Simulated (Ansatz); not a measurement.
GaAs under load (space group F-43m), r2SCAN with spin-orbit coupling, rigid bands (Ansatz, a first-principles code). Condition of this run: hydrostatic pressure of 7.2 GPa (compression positive) (the target of the relaxation). Band gap 1.46 eV, N_c = 4.05e19 cm⁻³ and N_v = 1.11e19 cm⁻³ at 300 K, conductivity masses of 0.319 mₑ (electrons) and 0.361 mₑ (holes). Take k_BT = 0.02585 eV.

Question: A film of it is 2 nm thick. Estimate the confinement energies in an infinite well.

Answer: ħ²π²/(2m t²) = 0.376 eV·nm²/(m/mₑ × t²) gives 295 meV for electrons and 260 meV for holes, so the gap would widen to about 2.02 eV. Finite barriers and nonparabolic bands lower this, and with several valleys or bands the heaviest mass along the normal sets the lowest level, not this average.

Question: What built-in voltage has an abrupt junction with N_A = 1e16 and N_D = 1e17 cm⁻³, all dopants ionised?

Answer: V_bi = E_g/e − (k_BT/e) ln(N_c N_v/(N_A N_D)) = 1.46 − 0.02585 × 13.02 = 1.12 V, for the computed gap.

Question: Find the intrinsic carrier density and the intrinsic Fermi level.

Answer: n_i = √(N_c N_v) exp(−E_g/2k_BT) = 2.12e19 × exp(−28.24) = 1.2e7 cm⁻³. The level lies (k_BT/2) ln(N_v/N_c) = -17 meV from mid-gap (positive towards the conduction band). Each 0.1 eV added to the gap lowers n_i by a factor of 6.9.

Rigid bands with the computed gap; masses take one relaxation time for all states. Geometry: cell and atoms relaxed with PBEsol.
